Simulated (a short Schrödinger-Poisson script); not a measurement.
Stack: gated Al0.33Ga0.67N/GaN polarisation-induced gas, at 300 K.

```csv
layer,material,thickness (nm),Na (cm⁻³)
1,Al0.33Ga0.67N,25,-
2,GaN,6000,2e15
```

The device is made up for the run: typed textbook-type constants, with dimensions and the other settings drawn at random. Al0.33Ga0.67N: permittivity 9.3, conduction-band edge (eV) 0.462, gap (eV) 4.09, electron mass (mₑ) 0.24, Nv at 300 K (cm⁻³) 4.6e19. GaN: permittivity 9.5, conduction-band edge (eV) 0, gap (eV) 3.43, Nv at 300 K (cm⁻³) 4.6e19.

Channel valleys (confinement mass, in-plane density-of-states mass, number): Γ 0.2, 0.2, 1. At the gate the conduction-band edge of layer 1 lies 1.47 eV − eVg above the Fermi level of the channel; the field vanishes at the back. Sheet of polarisation charge: +1.6e13 e/cm² at 25 nm from the gate. The barrier under the gate holds no holes. Gaps are held at their typed values at every temperature. Mesh 0.08 nm at interfaces.

Solved with a short Schrödinger-Poisson script written for these runs: 1D Poisson equation in equilibrium, electrons quantum, Hartree (BenDaniel-Duke, 40 states a valley, the channel's in-plane mass for all, wave functions free to enter the barrier), parabolic valleys, classical holes, full ionisation, no traps, pinning or gate leakage.

Problem. List the lowest subbands of each valley and their electrons at Vg = 0.5 V.

Solution. 
```
valley  subband  energy from the Fermi level (meV)  electrons (cm⁻²)  share (%)
------  -------  ---------------------------------  ----------------  ---------
Γ             0                             -143.4           1.20e13       86.7
Γ             1                                1.1           1.45e12       10.5
Γ             2                               53.7           2.55e11        1.8
```

All electrons: 1.38e13 cm⁻².
